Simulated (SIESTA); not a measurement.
A self-consistent single point of CaAlSiH (P1, 4 atoms in the cell) with SIESTA.

Method of the run: GGA PBEsol, numerical atomic orbitals DZP, PseudoDojo PBEsol standard norm-conserving potentials (rewritten from UPF to PSML) in SIESTA.

The change in words: lattice scaled by 0.98. Reference geometry:
```yaml
crystal:
  lattice:
    - [4.14328, 0.00000, 0.00000]
    - [-2.07164, 3.58819, 0.00000]
    - [0.00000, 0.00000, 4.69823]
  atoms:
    - { symbol: Ca, position: [0.99532, 0.99900, 0.99846] }
    - { symbol: Al, position: [0.66927, 0.32922, 0.45868] }
    - { symbol: Si, position: [0.33190, 0.66752, 0.56724] }
    - { symbol: H, position: [0.67017, 0.33760, 0.08232] }
```

Reference input (self-consistent single point, DFT, GGA PBEsol, numerical atomic orbitals DZP, PseudoDojo PBEsol standard norm-conserving potentials (rewritten from UPF to PSML)): XC.functional = GGA; XC.authors = PBEsol; potentials = PseudoDojo PBEsol standard; PAO.BasisSize = DZP; PAO.EnergyShift = 0.01 Ry; MeshCutoff = 400 Ry; kgrid.MonkhorstPack = 8 8 6; OccupationFunction = FD; ElectronicTemperature = 232.09 K; MaxSCFIterations = 150; SCF.Mixer.Method = Pulay; SCF.Mixer.Weight = 0.1. This run's input differs from it in these lines:

```diff
@@ -14,5 +14,5 @@
 %block LatticeVectors
-     4.143280000    0.000000000    0.000000000
-    -2.071640000    3.588186000    0.000000000
-     0.000000000    0.000000000    4.698230000
+     4.060414000    0.000000000    0.000000000
+    -2.030207000    3.516422000    0.000000000
+     0.000000000    0.000000000    4.604265000
 %endblock LatticeVectors
@@ -20,6 +20,6 @@
 %block AtomicCoordinatesAndAtomicSpecies
-    -0.032692764   -0.006773908    8.864730797  1
-     3.951373273    2.232311252    4.072320942  2
-    -0.014563176    4.526231843    5.036121056  3
-     3.925551039    2.289146986    0.730885008  4
+    -0.032038906   -0.006638429    8.687435427  1
+     3.872345426    2.187664853    3.990874177  2
+    -0.014271911    4.435706853    4.935398206  3
+     3.847039640    2.243363867    0.716267246  4
 %endblock AtomicCoordinatesAndAtomicSpecies
```

The program printed (abridged):

```
        iscf     Eharris(eV)        E_KS(eV)     FreeEng(eV)     dDmax    Ef(eV) dHmax(eV)
   scf:    1    -1234.743116    -1244.137359    -1244.137359  1.729866 -4.893114  4.277812
   scf:    2    -1244.403707    -1244.272735    -1244.272735  0.026634 -4.889032  3.639026
   scf:    3    -1244.800211    -1244.597013    -1244.597014  0.137028 -4.460005  0.227160
   scf:    4    -1244.604103    -1244.601228    -1244.601232  0.009328 -4.448702  0.076281
   scf:    5    -1244.601844    -1244.601641    -1244.601644  0.005300 -4.459184  0.075524
   scf:    6    -1244.601753    -1244.601704    -1244.601706  0.003812 -4.458948  0.017583
   scf:    7    -1244.601716    -1244.601710    -1244.601713  0.002048 -4.459433  0.001672
   scf:    8    -1244.601711    -1244.601710    -1244.601713  0.000044 -4.459215  0.001388
   scf:    9    -1244.601711    -1244.601711    -1244.601713  0.000389 -4.459076  0.000266
   scf:   10    -1244.601711    -1244.601711    -1244.601713  0.000012 -4.459068  0.000224
SCF Convergence by DM+H criterion
max |DM_out - DM_in|         :     0.0000120277
max |H_out - H_in|      (eV) :     0.0002242581
SCF cycle converged after 10 iterations

Using DM_out to compute the final energy and forces

siesta: E_KS(eV) =            -1244.6017

siesta: E_KS - E_eggbox =     -1244.6017

siesta: Atomic forces (eV/Ang):
     1    0.119447    0.025167    0.287530
     2   -0.346089    0.219243   -0.002604
     3    0.272888   -0.186259   -0.245335
     4   -0.045118   -0.058983   -0.040754
   Tot    0.001128   -0.000833   -0.001163
   Max    0.346089
   Res    0.191910    sqrt( Sum f_i^2 / 3N )
   Max    0.346089    constrained

Stress tensor Voigt[x,y,z,yz,xz,xy] (kbar):      -87.17      -93.99      -82.02        0.99       -2.64       -3.43
(Free)E + p*V (eV/cell)    -1241.0021
   [... lines left out ...]
siesta: FreeEng =     -1244.601713
   [... lines left out ...]
siesta:    -0.054410   -0.002140   -0.001647
siesta:    -0.002140   -0.058664    0.000621
siesta:    -0.001647    0.000621   -0.051191

siesta: Cell volume =         65.740290 Ang**3

siesta: Pressure (static):
siesta:                Solid            Molecule  Units
siesta:           0.00059636          0.00061822  Ry/Bohr**3
siesta:           0.05475491          0.05676196  eV/Ang**3
siesta:          87.72703044         90.94268969  kBar
```

The run converged in 10 iterations. Against the reference run the free energy rises by 39.0 meV/atom, the pressure goes from 3.63 to 8.77 GPa, the largest force goes from 0.398 to 0.412 eV/Å and the gap on the mesh hardly changes (0.285 to 0.289 eV).

The starting cell comes from a database of computed structures (which also holds hypothetical and non-ambient phases and stackings), without a prior relaxation at this level. Its atoms were displaced at random from the sites of space group no. 156. For this run, on top of that: lattice scaled by 0.98. Values carry the incompleteness of an atom-centred basis. The basis of the alkali or alkaline-earth atoms may lack their empty d shell, which can raise the gap. With a pressure of about 9 GPa the cell is away from its equilibrium volume at this level.
